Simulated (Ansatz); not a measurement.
**How the lattice constant a of zinc-blende KF (model structure) moves with the method**

No measured value is used here.

```csv
level (code),value (Å)
LDA (Ansatz),5.697
PBE (Ansatz),5.951
PBEsol (Ansatz),5.846
r²SCAN (Ansatz),5.875
HSE06 (Ansatz),___
```

Complete the blanks.


- HSE06 (Ansatz, a program for electronic structure), value (Å): 5.908

K meshes differ between the levels. Ansatz's density-functional and Hartree–Fock values are scalar-relativistic unless marked +SOC, with PAW data made under PBE.

A model structure was made by putting elements into a prototype or built by hand; it is no filed structure, need not be a known phase, and can be a saddle point held by its symmetry.
